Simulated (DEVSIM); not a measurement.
Device: TaN/AlN/p-GaSb capacitor, at 300 K.

Layer 1 from the left is AlN, thickness (nm) 24.0. Layer 2 from the left is GaSb, thickness (nm) 18000, Na (cm⁻³) 1.1e15.

Metal gate on the left, work function 4.4 eV. Fixed charge at the semiconductor interface -1.9e10 cm⁻² (in units of +e); no interface traps.

Constants are typed, rounded textbook-type inputs, not results; the design itself was drawn at random and stands for no fabricated device. Values at 300 K.

AlN: gap (eV) 6.1, affinity (eV) 1.9, permittivity 8.5. GaSb: gap (eV) 0.726, affinity (eV) 4.06, permittivity 15.7, Nc (cm⁻³) 2.1e17, Nv (cm⁻³) 1.8e19.

Question: Estimate by hand the flat-band voltage, the threshold voltage, and compare with a numerical solution.

Answer: 
- Flat-band voltage: C = 0.314 μF/cm², work-function difference -0.135 V; VFB = φms − qNf/C = -0.13 V; numerical -0.13 V.
- Threshold voltage: φF = 0.170 V, depletion charge √(4εqNφF) = 1.29e-8 C/cm²; VT = VFB + 2φF + Qd/C = 0.26 V; numerical 0.26 V.

DEVSIM, 1D Poisson equation in equilibrium, Boltzmann statistics, complete ionisation; no quantum confinement or tunnelling. Metal contacts follow the ideal Schottky-Mott rule: no Fermi-level pinning, no interface dipoles.
